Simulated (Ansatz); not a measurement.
# A computed series for GaN: carrier doping

The reference is GaN in the zinc blende structure (space group F-43m, No. 216; a = 4.498 Å).

Carriers are added at fixed cell with a uniform background; the Fermi–Dirac width is that of 300 K.

Calculations: PBEsol (Ansatz, an electronic-structure program, PAW, no spin-orbit coupling).

Notes on the quantities. Fermi level from band edge: Fermi level relative to the doped band's edge (positive inside the band; to 0.05 eV).

| electron density (10^21 cm⁻³) | Fermi level from band edge (eV) |
|---|---|
| 0.5 | 0.90 |
| 2 | ? |
| 7 | 2.20 |
| 20 | 2.85 |

Question: Fit E_F = C n^s, fitted as a line in log–log form (a parabolic band gives s = 2/3) to the rows shown and predict the withheld row.

Answer: Least squares on the printed values gives C = 1.14 eV, s = 0.32 (largest residual 0.09 eV); this predicts 1.42 eV, and the run gives 1.60 eV, 0.18 higher.

Charged cell with a jellium background: band edges are those of the host's band count, energies are not comparable with the neutral cell, and many-body gap narrowing is missing. Stability against distortions was not tested. This is not the structure that GaN has at room temperature and ambient pressure.
